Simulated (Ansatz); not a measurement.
Given:

```
CELL_PARAMETERS angstrom
      3.70689     0.00000     0.00000
      0.00000     3.70689     0.00000
      1.85344    -1.85344     4.80751
ATOMIC_POSITIONS crystal
  Ti 0.00000 0.00000 0.00000
  Ti 0.25000 0.25000 0.50000
  O  0.04285 0.45715 0.91430
  O  0.79285 0.20715 0.41430
  O  0.20715 0.79285 0.58570
  O  0.45715 0.04285 0.08570
```

The cell is strained (lengths across the current scaled by 0.98, ions clamped); by r2SCAN it stands under a pressure of 8.6 GPa.

Transport runs along the normal of the first two printed cell vectors, the (001) (indices of the unstrained crystal) plane of the conventional cell.

The gap is the functional's own, uncorrected, and κ follows it; spin-orbit coupling is left out. Mid-gap means the computed energy nearest the middle.

### Question
Give the band gap and the smallest decay constant κ at mid-gap that Ansatz (an electronic-structure program) with r2SCAN yields.

### Answer
Gap 2.66 eV on a 10×10×10 mesh; κ = 0.413 1/Å, at (0.500, 0.500) of the in-plane reciprocal vectors. At the zone centre the slowest state has κ = 0.48 1/Å.
